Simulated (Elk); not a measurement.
A self-consistent single point of Yb (Fm-3m, 1 atom in the cell) with Elk.

Level of theory: PBE, all-electron FP-LAPW, Elk's shipped species files, default APW+lo basis (Elk).

The change in words: lattice scaled by 0.98; rgkmax: default → 8.13. Reference geometry:
```
Yb
1.0
    0.00000     2.75370     2.75370
    2.75370     0.00000     2.75370
    2.75370     2.75370     0.00000
Yb
1
Cartesian
  0.00000   0.00000   0.00000
```

Reference input (self-consistent single point, DFT, PBE, all-electron FP-LAPW, Elk's shipped species files, default APW+lo basis): xctype = 20; swidth = 0.00367493 Ha; ngridk = 4 4 4; maxscl = 100. This run's input differs from it in these lines:

```diff
@@ -5,2 +5,5 @@
   20
+
+rgkmax
+  8.13
 
@@ -13,5 +16,5 @@
 avec
-    0.0000000000    5.2037388294    5.2037388294
-    5.2037388294    0.0000000000    5.2037388294
-    5.2037388294    5.2037388294    0.0000000000
+    0.0000000000    5.0996640528    5.0996640528
+    5.0996640528    0.0000000000    5.0996640528
+    5.0996640528    5.0996640528    0.0000000000
```

Output, abridged:

```
│ Self-consistent loop started │
│ Loop number : 1 │
 total energy                :     -13896.9707035
│ Loop number : 2 │
 total energy                :     -13950.4887130
RMS change in Kohn-Sham potential (target) :    1.877205114     (  0.1000000000E-05)
Absolute change in total energy (target)   :    53.51800950     (  0.1000000000E-03)
│ Loop number : 3 │
 total energy                :     -14048.2737222
RMS change in Kohn-Sham potential (target) :   0.4383498062     (  0.1000000000E-05)
Absolute change in total energy (target)   :    111.1645115     (  0.1000000000E-03)
│ Loop number : 4 │
   [... lines left out ...]
Absolute change in total energy (target)   :    11.12803009     (  0.1000000000E-03)
│ Loop number : 98 │
 total energy                :     -14078.6999717
RMS change in Kohn-Sham potential (target) :   0.3625401340E-01 (  0.1000000000E-05)
Absolute change in total energy (target)   :    5.954694501     (  0.1000000000E-03)
│ Loop number : 99 │
 total energy                :     -14071.6775826
RMS change in Kohn-Sham potential (target) :   0.6433903562E-01 (  0.1000000000E-05)
Absolute change in total energy (target)   :    5.533715451     (  0.1000000000E-03)
│ Loop number : 100 │
Reached self-consistent loops maximum

Energies :
 Fermi                       :     0.157153971276
 total energy                :     -14077.7869310

Density of states at Fermi energy :    62.32484246
 (states/Hartree/unit cell)

Estimated indirect band gap :   0.6326448108E-02
 from k-point      8 to k-point      7
Estimated direct band gap   :   0.2135444297E-01
 at k-point      3

Charges :
 core                        :    46.00000000
 valence                     :    24.00000000
 interstitial                :    1.786181404
 muffin-tins (core leakage)
  species :    1 (Yb)
   atom    1                 :    68.21381860     (  0.1117971571E-05)
 total in muffin-tins        :    68.21381860
 total calculated charge     :    69.99701602
 total charge                :    70.00000000
 error                       :   0.2983977380E-02

│ Self-consistent loop stopped │
```

The run ended unconverged after 100 iterations. 

The starting cell has typed, rounded lattice constants, without a prior relaxation at this level. Its lattice was rescaled by up to half a per cent. For this run, on top of that: lattice scaled by 0.98. Spin-orbit coupling is off. Values depend on the basis (sphere radii, cutoffs, local orbitals), which need not be converged.
